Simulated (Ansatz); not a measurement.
# HgTe under a change: pressure 4.5 GPa

Start from HgTe in the zinc blende structure (space group F-43m, No. 216; a = 6.651 Å).

Now apply this change: cell and atoms relaxed at a pressure of 4.5 GPa.

Computed with PBE/PAW in Ansatz (a first-principles code), no spin-orbit coupling. Γ-centred 12×12×12 mesh, Fermi–Dirac width 0.05 eV.

The volume per atom falls by 3.53 Å³ to 33.24 Å³ and the density grows by 0.79 g/cm³, from 7.41 g/cm³ to 8.20 g/cm³. The lattice parameter a drops by 22.03 pm (665.1 pm → 643.0 pm) and the shortest interatomic distance shrinks by 9.54 pm (288.0 pm → 278.4 pm). The enthalpy H = E + PV relative to the base's energy comes out as +0.98 eV/atom and the band gap stays zero.

Final structure:

```
HgTe
1.0
    0.00000     3.21520     3.21520
    3.21520     0.00000     3.21520
    3.21520     3.21520     0.00000
Hg Te
1 1
Direct
  0.00000   0.00000   0.00000
  0.25000   0.25000   0.25000
```

Spin-orbit coupling, missing from the scalar runs, can matter with Hg and Te. Load acts through the strain it causes; cell and atoms are relaxed under it. Stability against distortions was not tested. Tetrahedral semiconductors of this kind turn to denser phases somewhere between about 1 and 50 GPa; those were not computed, so compressed cells here can lie past the real transition. All final runs are without spin polarisation. The zero or small gap of HgTe can change with the level of theory.
